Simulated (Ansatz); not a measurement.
GaSb, response to strain

Base system: GaSb in the zinc blende structure (space group F-43m, No. 216; a = 6.111 Å). Axes: x, y, z lie along the cube axes.

Strains are applied to the cell and any free atomic positions relax; under biaxial strain the out-of-plane vector relaxes too.

The values are results of PBEsol in Ansatz (plane waves to 420 eV, PAW, no SOC), not measurements.

Candidates:
(a) biaxial strain +1.67 %, plane normal [111], relaxed out of plane
(b) biaxial strain −2.50 %, plane normal [111], relaxed out of plane
(c) biaxial strain +2.50 %, plane normal [111], relaxed out of plane
(d) biaxial strain +1.25 %, plane normal [111], relaxed out of plane

Notes on the quantities. energy relative to the base: free energy F.

### Question
Order them by energy relative to the base, lowest first.

### Answer
(d) biaxial strain +1.25 %, plane normal [111], relaxed out of plane (+3.2 meV/atom), (a) biaxial strain +1.67 %, plane normal [111], relaxed out of plane (+5.6 meV/atom), (c) biaxial strain +2.50 %, plane normal [111], relaxed out of plane (+12 meV/atom), (b) biaxial strain −2.50 %, plane normal [111], relaxed out of plane (+14 meV/atom)

No phonon test of stability was made. All final runs are without spin polarisation.

Ansatz is an electronic-structure program.
